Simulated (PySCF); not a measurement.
PySCF 2.14.0, PBE/def2-svp, df: Ta(Br)2(OH)3 ([OH][Ta]([OH])([OH])([Br])[Br]), 9 atoms. The geometry is a generated start, not checked to be a minimum at this level.

```yaml
task: energy
method: pbe
basis: def2-svp
two_electron_scheme: density fitting
mol.max_memory: 3000 MB
mf.max_cycle: 100
mf.init_guess: minao (default)
mf.DIIS: CDIIS (default)
mf.conv_tol: 1e-09 (default)
mf.grids.level: 3 (default)
effective_core_potentials: those of the basis set, past Kr
basis_functions: 153
grid_points: 136528
```

```xyz
9

Ta     0.0015    -0.0354     0.0065
Br     1.7911    -0.5719     1.7249
Br    -1.8207     0.3227    -1.7344
O      0.1908     1.7320     0.2612
H      0.2812     2.6811     0.3754
O      1.0357    -0.7704    -1.2587
H      1.6006    -1.1435    -1.9387
O     -1.2003    -0.8924     1.0206
H     -1.8800    -1.3222     1.5430
```

Charge 0 and multiplicity 1 are set for this test and not shown to be the ground state.

One run each on 2 threads, 1 BLAS thread. Values of diis_space tried: 3, 5, 8 (default), 12, 20.

### Question
Predict the course of the Fock builds along this series.

### Answer
Fewest Fock builds, within one of each other: 8 (default) with 16, 12 with 16, 20 with 16. The count rises to 62 at 3. All converge to one solution.

```json
[
 {"diis_space": "3", "Fock builds": "62", "end": "same solution"},
 {"diis_space": "5", "Fock builds": "19", "end": "same solution"},
 {"diis_space": "8 (default)", "Fock builds": "16", "end": "same solution"},
 {"diis_space": "12", "Fock builds": "16", "end": "same solution"},
 {"diis_space": "20", "Fock builds": "16", "end": "same solution"}
]
```
